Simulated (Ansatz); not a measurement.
Ansatz (a quantum-chemistry and plane-wave program) run on TiTeSe (P3m1, 3 atoms in the cell): self-consistent single point.

Level of theory: PBEsol, default PAW files made with PBE (plane waves; Ansatz).

```yaml
crystal:
  lattice:
    - [3.66892, 0.00000, 0.00000]
    - [-1.83446, 3.17737, 0.00000]
    - [0.00000, 0.00000, 6.60556]
  atoms:
    - { symbol: Ti, position: [0.00000, 0.00000, 0.97872] }
    - { symbol: Te, position: [0.66667, 0.33333, 0.25167] }
    - { symbol: Se, position: [0.33333, 0.66667, 0.76962] }
```

Reference input (self-consistent single point, DFT, PBEsol, plane waves, default PAW files made with PBE): basis.ecutwfc = 420 eV; kpoints.mp_grid.grid = 10 10 5; hamiltonian.xc = pbesol; hamiltonian.pseudopotentials = {kind: paw} (the program's default PAW files); scf.occupations.method = gaussian; scf.occupations.width = 0.2 eV. This run's input differs from it in these lines:

Ansatz 0.2 input:
```diff
@@ -13,3 +13,3 @@
   mp_grid:
-    grid: [10, 10, 5]
+    grid: [7, 7, 4]
 hamiltonian:
@@ -21,3 +21,3 @@
     method: gaussian
-    width: 0.2
+    width: 0.1
 output:
```

The program printed (abridged):

```
SCF iter   1: F=—  HF=-14802.397293 eV  |F-HF|=—  |Δ(HF+E_count)|=         —  Δρ=5.37e-3  dr2=3.56e-2  ethr=1.77e-3  ⟨swp⟩=5.5  Hψ=3288  notcnv=0
all-band conjugate gradients solve this SCF's bands
preconditioner: auto → LDOS
SCF iter   2: F=—  HF=-14802.410911 eV  |F-HF|=—  |Δ(HF+E_count)|=   1.36e-2  Δρ=9.49e-3  dr2=1.59e-1  ethr=8.10e-5  ⟨swp⟩=2.0  Hψ=1720  notcnv=0  defer=16
   [... lines left out ...]
SCF iter   4: F=—  HF=-14802.390207 eV  |F-HF|=—  |Δ(HF+E_count)|=   1.11e-3  Δρ=3.89e-4  dr2=2.06e-4  ethr=2.11e-5  ⟨swp⟩=2.0  Hψ=898  notcnv=0  defer=16
SCF iter   5: F=—  HF=-14802.390157 eV  |F-HF|=—  |Δ(HF+E_count)|=   5.02e-5  Δρ=8.91e-5  dr2=7.79e-6  ethr=4.69e-7  ⟨swp⟩=2.0  Hψ=1184  notcnv=0  defer=16
SCF iter   6: F=—  HF=-14802.390166 eV  |F-HF|=—  |Δ(HF+E_count)|=   8.99e-6  Δρ=2.08e-5  dr2=1.87e-7  ethr=1.77e-8  ⟨swp⟩=2.0  Hψ=1197  notcnv=0  defer=16
SCF iter   7: F=-14802.390166 eV  HF=-14802.390166 eV  |F-HF|=1.52e-8  |Δ(HF+E_count)|=   1.34e-7  Δρ=6.10e-6  dr2=2.61e-8  ethr=2.27e-10  ⟨swp⟩=7.7  Hψ=3253  notcnv=0
SCF 1 converged in 7 iterations: F = -14802.390166 eV  dr2 = 2.61e-8
Free energy (F): -14802.390166 eV
Internal energy: -14802.385360 eV  (E = F + TS)
E sigma→0 (E₀):  -14802.387763 eV
Entropy (-TS):   -0.004806 eV (-1.602 meV/atom)
Fermi energy:    9.054633 eV
--- Forces (eV/Å), atoms counted from 1 ---
  atom   1  Ti    -0.00000000     0.00000000    -0.09193769
  atom   2  Te     0.00000000    -0.00000000     0.10645367
  atom   3  Se    -0.00000000     0.00000000    -0.01445461
--- Stress (GPa, compression-positive) ---
       -2.398523       0.000000      -0.000000
        0.000000      -2.398523       0.000000
       -0.000000       0.000000      -0.673296
  P = ⅓ Tr σ = -1.8234 GPa (-18.234 kbar)
  The stress holds the Pulay correction. Without it, at fixed plane waves, as pw.x and ABINIT print it: P = -1.8426 GPa
```

The run converged in 7 iterations. Against the reference run the free energy rises by 3.1 meV/atom, the pressure moves little (-1.83 to -1.82 GPa) and the largest force goes from 0.146 to 0.106 eV/Å.

The starting cell comes from a database of computed structures (which also holds hypothetical and non-ambient phases and stackings), without a prior relaxation at this level. Its lattice was rescaled by a random factor within 2.5 % of one. Spin-orbit coupling is off. Spin polarisation is off, so a magnetic state, if there is one, cannot be reached. Ansatz's pressure includes its estimate of the finite-basis (Pulay) stress.
